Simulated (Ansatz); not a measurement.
# AlP (model structure, started from the NiAs type, P6₃/mmc, No. 194, 4 atoms in the cell): properties by level of theory

```json
[
 {"level (code)": "PBE (Ansatz)", "lattice constant a (Å)": "3.609", "c axis length (Å)": "(withheld)"},
 {"level (code)": "PBEsol (Ansatz)", "lattice constant a (Å)": "(withheld)", "c axis length (Å)": "5.730"},
 {"level (code)": "PBE-D3(BJ) (Ansatz)", "lattice constant a (Å)": "3.563", "c axis length (Å)": "(withheld)"}
]
```

### Question
What belongs in the gaps?

### Answer

- PBE (Ansatz, a first-principles code), c axis length (Å): 5.759
- PBEsol (Ansatz), lattice constant a (Å): 3.578
- PBE-D3(BJ) (Ansatz), c axis length (Å): 5.688

Ansatz's density-functional and Hartree–Fock values are scalar-relativistic unless marked +SOC, with PAW data made under PBE.

Computed values are for the static lattice.

A model structure was made by putting elements into a prototype or built by hand; it is no filed structure, need not be a known phase, and can be a saddle point held by its symmetry.
